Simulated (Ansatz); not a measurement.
WC: response to strain

Start from WC (space group P-6m2, No. 187; a = 2.922 Å, c = 2.846 Å; relaxed with 0.1 eV smearing).

Strains are applied to the cell and any free atomic positions relax.

All numbers come from plane-wave PAW DFT at the PBE level (Ansatz, a first-principles code, 420 eV), without spin-orbit coupling.

Notes on the quantities. energy relative to the base: free energy F.

| isotropic strain (%) | energy relative to the base (meV/atom) |
|---|---|
| -3 | 113.4 |
| -2.5 | 77.5 |
| -2 | ? |
| -1.5 | 27.0 |
| 0 | 0.0 |
| 0.5 | 2.8 |
| 1.5 | 24.5 |
| 2 | 42.8 |
| 2.5 | 65.8 |

Problem. Fit ΔE = Aε² + Bε³ (ε in %) to the rows shown and predict the withheld row.

Solution. Least squares on the printed values gives A = 11.5 and B = -0.38 meV/atom (largest residual 0.1 meV/atom); this predicts 48.9 meV/atom, and the run gives 48.8 meV/atom, in agreement.

Whether these cells are dynamically stable was not tested. All final runs are without spin polarisation.
